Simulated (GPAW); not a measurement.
A self-consistent single point of NbRu (P1, 2 atoms in the cell) with GPAW.

Computed with LDA (Perdew-Wang 92), GPAW PAW datasets LDA (gpaw-data 1.0.1) (plane waves; GPAW 25.7.0).

```
NbRu
1.0
    3.05347     0.00000     0.00000
    0.00000     3.05347     0.00000
    0.00000     0.00000     3.42502
Nb Ru
1 1
Direct
  0.00173   0.00592   0.99723
  0.49827   0.49408   0.50277
```

Reference input (self-consistent single point, DFT PBEsol, plane waves, GPAW PAW datasets PBEsol (made by gpaw-setup)): mode = pw; ecut = 600 eV; xc = PBEsol; kpts = 8 8 7; mesh shift (steps) = 0 0 0; occupations.name = fermi-dirac; occupations.width = 0.1 eV; nbands = -6; convergence.density = 1e-05 e/electron; symmetry.symmorphic = false; symmetry.tolerance = 0.0005; maxiter = 120. This run's input differs from it in these lines:

```diff
@@ -13,3 +13,3 @@
 calc = GPAW(mode={'name': 'pw', 'ecut': 600},
-            xc='PBEsol',
+            xc='LDA',
             kpts={'size': (8, 8, 7), 'gamma': True},
```

Its files differ too (potentials: GPAW PAW datasets LDA (gpaw-data 1.0.1)).

Output (repeated stretches shortened):

```
     iter     time        total  log10-change:
                         energy   eigst   dens
iter:   1 --:--:--   -24.299382
iter:   2 --:--:--   -24.067844   -1.21  -1.19
iter:   3 --:--:--   -22.932593   -0.42  -1.21
iter:   4 --:--:--   -22.789243   -2.65  -1.83
iter:   5 --:--:--   -22.725455   -2.55  -1.97
iter:   6 --:--:--   -22.717768   -3.32  -2.21
iter:   7 --:--:--   -22.707911   -2.86  -2.41
iter:   8 --:--:--   -22.707883c  -4.61  -3.02
iter:   9 --:--:--   -22.708177c  -4.44  -3.04
iter:  10 --:--:--   -22.707771c  -4.02  -3.02
iter:  11 --:--:--   -22.707752c  -5.95  -3.76
iter:  12 --:--:--   -22.707717c  -5.36  -3.80
iter:  13 --:--:--   -22.707739c  -5.16  -3.75
iter:  14 --:--:--   -22.707699c  -6.05  -3.75
iter:  15 --:--:--   -22.707692c  -6.23  -4.13
iter:  16 --:--:--   -22.707705c  -6.43  -4.23
iter:  17 --:--:--   -22.707703c  -7.81c -4.73
iter:  18 --:--:--   -22.707702c  -8.29c -5.15c
Converged after 18 iterations.

Dipole moment: (-0.109625, -0.374153, 0.211950) |e|*Ang

Energy contributions relative to reference atoms: (reference = -226918.945014)

Kinetic:         -9.310180
Potential:       +0.161770
External:        +0.000000
XC:             -13.232268
Entropy (-ST):   -0.073538
Local:           -0.290256
SIC:             +0.000000
--------------------------
Free energy:    -22.744471
Extrapolated:   -22.707702

Showing only first 2 kpts
 Kpt  Band  Eigenvalues  Occupancy
  0    12     10.10766    2.00000
  0    13     11.01347    1.99999
  0    14     12.54986    0.13592
  0    15     13.88786    0.00000

  1    12     10.18060    2.00000
  1    13     11.11551    1.99998
  1    14     12.14152    1.62459
  1    15     13.82522    0.00000

Fermi level: 12.28802

No gap
No difference between direct/indirect transitions
Energy (eV): -22.707702

Forces in eV/Ang:
  0 Nb   -0.03234   -0.10909    0.05440
  1 Ru    0.03242    0.10935   -0.05463

Stress tensor:
     0.083781    -0.000056     0.000045
    -0.000056     0.084108     0.000155
     0.000045     0.000155     0.077779
Stress (GPa, Voigt): [ 1.34231e+01  1.34757e+01  1.24616e+01  2.49000e-02  7.10000e-03
 -9.00000e-03]
```

The run converged in 18 iterations. GPAW prints stress with tension positive. Against the reference run the pressure goes from -8.07 to -13.12 GPa and the largest force goes from 0.151 to 0.126 eV/Å.

The starting cell comes from a database of computed structures (which also holds hypothetical and non-ambient phases and stackings), without a prior relaxation at this level. Its atoms were displaced at random from the sites of space group no. 123. Spin polarisation is off. With a pressure of about -13 GPa the cell is away from its equilibrium volume at this level.

Cost on one core of a shared machine: roughly 3 min.
